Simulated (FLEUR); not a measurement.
Worked example: self-consistent single point of Co3Si (P6_3/mmc, 8 atoms in the cell) in FLEUR.

Level of theory: LDA (Perdew-Zunger), all-electron FLAPW (FLEUR), scalar-relativistic valence in FLEUR.

```yaml
crystal:
  lattice:
    - [5.06406, 0.00000, 0.00000]
    - [-2.53203, 4.38560, 0.00000]
    - [0.00000, 0.00000, 4.04271]
  atoms:
    - { symbol: Co, position: [0.16748, 0.33495, 0.75000] }
    - { symbol: Co, position: [0.83252, 0.66505, 0.25000] }
    - { symbol: Co, position: [0.83252, 0.16748, 0.25000] }
    - { symbol: Co, position: [0.16748, 0.83252, 0.75000] }
    - { symbol: Co, position: [0.66505, 0.83252, 0.75000] }
    - { symbol: Co, position: [0.33495, 0.16748, 0.25000] }
    - { symbol: Si, position: [0.66667, 0.33333, 0.75000] }
    - { symbol: Si, position: [0.33333, 0.66667, 0.25000] }
```

Reference input (self-consistent single point, DFT, PBEsol, all-electron FLAPW (FLEUR), scalar-relativistic valence): Kmax = 4.6 1/bohr; GmaxXC = 18.4 1/bohr; xcFunctional = PBEs; jspins = 1; l_soc = F; mode = gauss; fermiSmearingEnergy = 0.00183747 Htr; mesh (inpgen div1-3) = 5 5 6; inpgen gamma flag = true; Gmax = 18.4 1/bohr; numbands = 0; maxIterBroyd = 99. This run's input differs from it in these lines:

```diff
@@ -20,3 +20,3 @@
 &comp jspins=1 /
-&exco xctyp='PBEs' /
+&exco xctyp='pz' /
 &kpt div1=5 div2=5 div3=6 gamma=t /
@@ -33,3 +33,3 @@
       <coreElectrons ctail="T" frcor="F" kcrel="0" coretail_lmax="0"/>
-      <xcFunctional name="PBEs" relativisticCorrections="F"/>
+      <xcFunctional name="pz" relativisticCorrections="F"/>
       <magnetism jspins="1"/>
```

The program printed (abridged):

```
 Iteration:     1   Distance:      15.07194177 me/bohr^3
 Iteration:     2   Distance:      13.93077377 me/bohr^3
 Iteration:     3   Distance:      11.02985183 me/bohr^3
 Iteration:     4   Distance:       2.80186556 me/bohr^3
 Iteration:     5   Distance:       2.31271312 me/bohr^3
   [... 9 lines left out ...]
 Iteration:    15   Distance:       0.00008322 me/bohr^3
 Iteration:    16   Distance:       0.00001585 me/bohr^3
 Iteration:    17   Distance:       0.00001658 me/bohr^3
 Iteration:    18   Distance:       0.00000093 me/bohr^3
 Reset of history
 Run finished successfully
 Stop message:
   Structural relaxation: new displacements generated

[file out, last iteration]
             iter=     19
[...]
          total density-effective poten   -1.4147539213E+04
          total charge density-energy d   -3.8363963948E+02
 Updated energy parameters for spin:           1
[...]
 fermi energy and band-weighting factors:
   [... 7 lines left out ...]

[...]
FERMIE:
          first approx. to ef    (T=0)  :   0.406230 htr   (energy of the highest occ. eigenvalue)
          number of occ. states  (T=0)  :        979
          first approx. to seigv (T=0)  : -42.440077 htr
          sum of weights of occ. states :  49.066667
          sum of semicore charge        :   0.000000 e
          fermi energy=   0.40664 har   work function= -11.06528 ev
   [... lines left out ...]
          total moment                 =     0.00000
 Direct bandgap for spin            1 :    3.2867954160586410E-003  Htr
 ---->    free energy=                     -8925.0480726250 htr
   [... lines left out ...]
      extrapolation for T->0
 ---->    total electron energy=           -8925.0480726250 htr
 ***** TOTAL FORCES ON ATOMS *****
 TOTAL FORCE FOR ATOM TYPE=  1  X=  0.000   Y=  2.776   Z= -1.910
                       FX_TOT= 0.000000 FY_TOT=-0.004250 FZ_TOT= 0.000000
 TOTAL FORCE FOR ATOM TYPE=  2  X= -4.785   Y=  2.763   Z= -1.910
                       FX_TOT= 0.000000 FY_TOT= 0.000000 FZ_TOT= 0.000000
```

The run converged in 18 iterations. FLEUR gives forces in its relaxation mode, with a further iteration, so its stop message speaks of a relaxation. Against the reference run the largest force goes from 0.198 to 0.219 eV/Å.

The starting cell comes from a database of computed structures (which also holds hypothetical and non-ambient phases and stackings), without a prior relaxation at this level. Its lattice was rescaled by a random factor within 2.5 % of one. Spin polarisation is off. Values depend on the basis (sphere radii, cutoffs, local orbitals), which need not be converged. The log's line on a gap gives a spacing of levels on this mesh, which the program prints for metals too.

Cost on one core of a shared machine: roughly 7 min.
